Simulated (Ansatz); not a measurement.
Charge-transition levels above the valence-band maximum in rock-salt NaCl (eV), each at one geometry relaxed with PBE and evaluated in Ansatz (a first-principles code) with PBE, r2SCAN. Host gaps: PBE 4.99 eV, r2SCAN 5.78 eV. Details: 64-site cell; 2×2×2 shifted k-points; charged states image-corrected; not converged in cell size; flagged in the runs: for some of the defects a doubtful potential alignment. The rows are drawn at random from this host's settled ones; left out are rows whose spin state changes with the functional and levels within 0.3 eV of a band edge at the highest level.

```
defect                               x: PBE (eV)  y: r2SCAN (eV)
-----------------------------------  -----------  --------------
Cl vacancy + 1 H (+1/0)                     1.03            1.37
H interstitial started on Cl (0/−1)         3.08            3.53
H interstitial started on Cl (+1/0)         3.39            3.53
Cd on the Na site (+1/0)                    3.58            4.10
Cd on the Na site (0/−1)                    3.78               ?
```

Problem. Fit a straight line to the 4 complete rows and predict the last.

Solution. Means: x = 2.770, y = 3.132; Sxx = 4.1642, Sxy = 4.2201. Slope 4.2201 / 4.1642 = 1.01, intercept 3.132 − 1.01 × 2.770 = 0.33 eV; the rows scatter by 0.20 eV about the line, and R² = 0.98. Prediction: 0.33 + 1.01 × 3.78 = 4.15 eV. The calculation gave 4.33 eV, 0.18 eV above the line, within its scatter.
